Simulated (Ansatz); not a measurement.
Worked example: self-consistent single point of Ba3Si2O7 (I4/mmm, 12 atoms in the cell) in Ansatz (an electronic-structure program).

Computed with PBE (plane waves, PAW; Ansatz).

The change in words: lattice scaled by 0.985; basis.ecutwfc: 420 eV → 250 eV. Reference geometry:
```
Ba3Si2O7
1.0
   -1.99233     1.99233    10.41118
    1.99233    -1.99233    10.41118
    1.99233     1.99233   -10.41118
Ba Si O
3 2 7
Cartesian
  0.00000   0.00000  10.41118
  0.00000   0.00000   6.56321
  0.00000   0.00000  14.25915
  0.00000   0.00000   2.03643
  0.00000   0.00000  18.78593
  0.00000   0.00000   0.00000
  0.00000   1.99233   1.99478
  1.99233   0.00000   1.99478
  1.99233   0.00000   8.41640
  0.00000   1.99233   8.41640
  0.00000   0.00000   4.03121
  0.00000   0.00000  16.79115
```

Reference input (self-consistent single point, DFT, PBE, plane waves, default PAW files): basis.ecutwfc = 420 eV; kpoints.mp_grid.grid = 6 6 6; hamiltonian.xc = pbe; hamiltonian.pseudopotentials = {kind: paw} (the program's default PAW files); scf.occupations.method = methfessel_paxton; scf.occupations.width = 0.136 eV. This run's input differs from it in these lines:

Ansatz 0.2 input:
```diff
@@ -3,5 +3,5 @@
   lattice:
-    - [-1.992326, 1.992326, 10.411178]
-    - [1.992326, -1.992326, 10.411178]
-    - [1.992326, 1.992326, -10.411178]
+    - [-1.962441, 1.962441, 10.255010]
+    - [1.962441, -1.962441, 10.255010]
+    - [1.962441, 1.962441, -10.255010]
   atoms:
@@ -20,3 +20,3 @@
 basis:
-  ecutwfc: 420.0 eV
+  ecutwfc: 250.0 eV
 kpoints:
```

Log, with long lists cut:

```
SCF iter   1: F=—  HF=-23092.322363 eV  |F-HF|=—  |Δ(HF+E_count)|=         —  Δρ=5.10e-2  dr2=1.51e0  ethr=1.77e-3  ⟨swp⟩=10.0  Hψ=7799  notcnv=0  defer=11
all-band conjugate gradients solve this SCF's bands
preconditioner: auto → Resta (q_TF=auto, 2.436 Å⁻¹)
SCF iter   2: F=—  HF=-23091.959392 eV  |F-HF|=—  |Δ(HF+E_count)|=   3.63e-1  S|Δr|=    0.00e0  Δρ=1.82e-2  dr2=1.17e-1  ethr=1.77e-3  ⟨swp⟩=2.0  Hψ=2563  notcnv=0  defer=162
   [... lines left out ...]
SCF iter   5: F=—  HF=-23091.979541 eV  |F-HF|=—  |Δ(HF+E_count)|=   1.19e-5  S|Δr|=    0.00e0  Δρ=8.29e-5  dr2=1.20e-5  ethr=1.60e-7  ⟨swp⟩=2.1  Hψ=2216  notcnv=0  defer=162
SCF iter   6: F=—  HF=-23091.979466 eV  |F-HF|=—  |Δ(HF+E_count)|=   7.49e-5  S|Δr|=    0.00e0  Δρ=2.24e-5  dr2=5.74e-7  ethr=1.50e-8  ⟨swp⟩=2.0  Hψ=2758  notcnv=0  defer=178
SCF iter   7: F=-23091.979466 eV  HF=-23091.979466 eV  |F-HF|=8.13e-9  |Δ(HF+E_count)|=   7.48e-8  S|Δr|=    0.00e0  Δρ=3.94e-6  dr2=1.81e-8  ethr=1.25e-10  ⟨swp⟩=12.1  Hψ=7536  notcnv=0
SCF 1 converged in 7 iterations: F = -23091.979466 eV  dr2 = 1.81e-8
Stability not checked (fill_not_monotonic)
Free energy (F): -23091.979466 eV
Internal energy: -23091.979466 eV  (E = F + TS)
E sigma→0 (E₀):  -23091.979466 eV
Fermi energy:    10.471511 eV
--- Forces (eV/Å), atoms counted from 1 ---
  atom   1  Ba    -0.00000000     0.00000000    -0.00000000
  atom   2  Ba    -0.00000000    -0.00000000    -0.22071940
  atom   3  Ba     0.00000000     0.00000000     0.22071940
  atom   4  Si     0.00000000     0.00000000     0.08484171
  atom   5  Si    -0.00000000     0.00000000    -0.08484171
   [... lines left out ...]
  atom  12  O     -0.00000000     0.00000000     3.51935134
--- Stress (GPa, compression-positive) ---
       -4.823705      -0.000000       0.000000
       -0.000000      -4.823705       0.000000
        0.000000       0.000000      -5.070416
  P = ⅓ Tr σ = -4.9059 GPa (-49.059 kbar)
  The stress holds the Pulay correction. Without it, at fixed plane waves, as pw.x and ABINIT print it: P = -61.4723 GPa
```

The run converged in 7 iterations. Against the reference run the free energy goes up by 1.02 eV/atom, the pressure goes from -9.50 to -4.91 GPa, the largest force goes from 3.169 to 3.519 eV/Å and the gap on the mesh goes from 1.122 to 1.395 eV.

The starting cell was generated: these elements placed on a structure prototype, without a prior relaxation; it need not be a known phase or ordering of this composition. For this run, on top of that: lattice scaled by 0.985. Forces in this geometry exceed 1 eV/Å. Ansatz's pressure includes its estimate of the finite-basis (Pulay) stress. Without the estimate this run gives -61.47 GPa. The cutoff lies below the one recommended for these files.
